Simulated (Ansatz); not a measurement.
We consider LuMgNO (model structure, started from the LaZnOP type, P4/nmm, No. 129, 8 atoms in the cell), described by PBEsol (plane waves, PAW; Ansatz, an electronic-structure program).

Input:

Ansatz 0.2 input:
```yaml
crystal:
  lattice:
    - [3.701376032, 0.0, 0.0]
    - [0.0, 3.701376032, 0.0]
    - [0.0, 0.0, 7.5979547012]
  atoms:
    - { symbol: Lu, position: [0.0, 0.5, 0.8560208125] }
    - { symbol: Lu, position: [0.5, 0.0, 0.1439791875] }
    - { symbol: Mg, position: [0.0, 0.0, 0.5] }
    - { symbol: Mg, position: [0.5, 0.5, 0.5] }
    - { symbol: N, position: [0.5, 0.0, 0.6325791135] }
    - { symbol: N, position: [0.0, 0.5, 0.3674208865] }
    - { symbol: O, position: [0.5, 0.5, 0.0] }
    - { symbol: O, position: [0.0, 0.0, 0.0] }
basis:
  ecutwfc: 520
  ecutrho_ratio: 4
  xc_grid: 2
kpoints:
  mp_grid: { grid: [8, 8, 4] }
  band_path:
    path:
      - [0.0, 0.0, 0.0]
      - [0.0, 0.0625, 0.0]
      - [0.0, 0.125, 0.0]
      - [0.0, 0.1875, 0.0]
      - [0.0, 0.25, 0.0]
      - [0.0, 0.3125, 0.0]
      - [0.0, 0.375, 0.0]
      - [0.0, 0.4375, 0.0]
      - [0.0, 0.5, 0.0]
      - [0.0625, 0.5, 0.0]
      - [0.125, 0.5, 0.0]
      - [0.1875, 0.5, 0.0]
      - [0.25, 0.5, 0.0]
      - [0.3125, 0.5, 0.0]
      - [0.375, 0.5, 0.0]
      - [0.4375, 0.5, 0.0]
      - [0.5, 0.5, 0.0]
      - [0.458333, 0.458333, 0.0]
      - [0.416667, 0.416667, 0.0]
      - [0.375, 0.375, 0.0]
      - [0.333333, 0.333333, 0.0]
      - [0.291667, 0.291667, 0.0]
      - [0.25, 0.25, 0.0]
      - [0.208333, 0.208333, 0.0]
      - [0.166667, 0.166667, 0.0]
      - [0.125, 0.125, 0.0]
      - [0.083333, 0.083333, 0.0]
      - [0.041667, 0.041667, 0.0]
      - [0.0, 0.0, 0.166667]
      - [0.0, 0.0, 0.333333]
      - [0.0, 0.0, 0.5]
      - [0.0, 0.0625, 0.5]
      - [0.0, 0.125, 0.5]
      - [0.0, 0.1875, 0.5]
      - [0.0, 0.25, 0.5]
      - [0.0, 0.3125, 0.5]
      - [0.0, 0.375, 0.5]
      - [0.0, 0.4375, 0.5]
      - [0.0, 0.5, 0.5]
      - [0.0625, 0.5, 0.5]
      - [0.125, 0.5, 0.5]
      - [0.1875, 0.5, 0.5]
      - [0.25, 0.5, 0.5]
      - [0.3125, 0.5, 0.5]
      - [0.375, 0.5, 0.5]
      - [0.4375, 0.5, 0.5]
      - [0.5, 0.5, 0.5]
      - [0.458333, 0.458333, 0.5]
      - [0.416667, 0.416667, 0.5]
      - [0.375, 0.375, 0.5]
      - [0.333333, 0.333333, 0.5]
      - [0.291667, 0.291667, 0.5]
      - [0.25, 0.25, 0.5]
      - [0.208333, 0.208333, 0.5]
      - [0.166667, 0.166667, 0.5]
      - [0.125, 0.125, 0.5]
      - [0.083333, 0.083333, 0.5]
      - [0.041667, 0.041667, 0.5]
      - [0.0, 0.5, 0.166667]
      - [0.0, 0.5, 0.333333]
      - [0.5, 0.5, 0.166667]
      - [0.5, 0.5, 0.333333]
    npoints: 1
hamiltonian:
  xc: pbesol
  dispersion: none
  pseudopotentials: { kind: paw }
scf:
  occupations: { method: fermi_dirac, width: 0.01 }
  convergence: { dr2_threshold: 0.0000000008 }
output:
  forces: true
  stress: true
  eigenvalues: true
  write_bands: true
```

The run printed, among other lines:

```
Crystal: 8 atoms, lattice volume = 104.093 Å³
Basis set: ecut = 520 eV, 2797 PW (Γ), exchange–correlation on 60×60×120 points (8 copies of the dense FFT grid, shifted against one another)
Bands: 56, of which v1, the nominal top of the filled ones, is band 46 counted from 1 (45 counted from 0)
Symmetry: 16 space group operations
Space group: P4/nmm (ITA 129), of the structure as read, at distance tolerance 4.7e-5 Å
k-points: 45 of 256
Functional: x = pbesol(κ = 0.804, μ = 0.12345679012345678), c = pbesol(β = 0.046)
SCF iter   1: F=—  HF=-34935.018830 eV  |F-HF|=—  |Δ(HF+E_count)|=         —  Δρ=1.36e-2  dr2=1.88e-1
SCF iter   2: F=—  HF=-34934.978167 eV  |F-HF|=—  |Δ(HF+E_count)|=   4.07e-2  Δρ=4.91e-3  dr2=2.87e-2
  ...
SCF iter  10: F=—  HF=-34934.972312 eV  |F-HF|=—  |Δ(HF+E_count)|=  2.26e-10  Δρ=9.14e-7  dr2=7.56e-10
SCF iter  11: F=-34934.972312 eV  HF=-34934.972312 eV  |F-HF|=6.55e-11  |Δ(HF+E_count)|=  5.09e-11  Δρ=3.68e-7  dr2=9.87e-11
SCF 1 converged in 11 iterations: F = -34934.972312 eV  dr2 = 9.87e-11
SCF converged after 11 iterations
Free energy (F): -34934.972312 eV
Internal energy: -34934.972312 eV  (E = F + TS)
E sigma→0 (E₀):  -34934.972312 eV
Fermi energy:    11.994718 eV
--- Forces (eV/Å), atoms counted from 1 ---
  atom   1  Lu     0.00000000     0.00000000    -0.00321758
  atom   2  Lu     0.00000000     0.00000000     0.00321758
  atom   3  Mg     0.00000000     0.00000000    -0.00000000
  atom   4  Mg     0.00000000     0.00000000     0.00000000
  atom   5  N      0.00000000     0.00000000    -0.00054697
  atom   6  N      0.00000000     0.00000000     0.00054697
  atom   7  O      0.00000000     0.00000000    -0.00000000
  atom   8  O      0.00000000     0.00000000     0.00000000
--- Stress (GPa, compression-positive) ---
        0.015787       0.000000       0.000000
        0.000000       0.015787       0.000000
        0.000000       0.000000       0.003078
  P = ⅓ Tr σ = 0.0116 GPa (0.116 kbar)
```

The PAW data were made under PBE.

Note: the relaxation could raise the start's symmetry but not lower it, so the cell can be a saddle point.

It cost around 50 core-seconds (rough) of CPU time.

A model structure was made by putting elements into a prototype or built by hand; it is no filed structure, need not be a known phase, and can be a saddle point held by its symmetry.
